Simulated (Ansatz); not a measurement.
We consider BN (Cm, No. 8, 8 atoms in the cell; start mp-1599; a measured phase of this formula has another space group), described by HSE06 in Ansatz (plane waves, PAW).

Run with plane-wave cutoff 460 eV, 8×8×6 k mesh (along the axes of the cell as run), Fermi–Dirac smearing 0.01 eV, scalar-relativistic PAW data made under PBE.

The cell is the one relaxed with PBEsol. Conventional cell: a = 13.0401 Å, b = 2.5032 Å, c = 4.3705 Å, α = 90.00°, β = 90.98°, γ = 90.00°.

```
CELL_PARAMETERS angstrom
      6.51998    -1.25160    -0.02616
      6.51998     1.25160    -0.02616
     -0.05718     0.00000     4.37013
ATOMIC_POSITIONS crystal
  B  0.00010 0.00010 0.99917
  B  0.20000 0.20000 0.42810
  B  0.86585 0.86585 0.37973
  B  0.53155 0.53155 0.49865
  N  0.98080 0.98080 0.34298
  N  0.50624 0.50624 0.84285
  N  0.64678 0.64678 0.44493
  N  0.31227 0.31227 0.39219
```

### Question
List the 22 lowest band energies at Γ above −25 eV (eV, relative to the valence band maximum), grouping those that round alike.

### Answer
At Γ: -21.34, -19.19, -18.02, -17.23, -10.94, -8.94, -8.15, -5.37, -5.28, -5.00, -4.52, -3.75, -3.54, -2.01, -1.61, -1.55, 5.06, 6.83, 8.02, 9.55, 10.18, 10.88.

Note: the run warned that its exchange threshold was loose for the stress; cell and atoms aren't relaxed at this level (pressure -2.1 GPa).

A start named mp-… is a Materials Project structure, which need not be a measured phase.

Ansatz is an electronic-structure program.
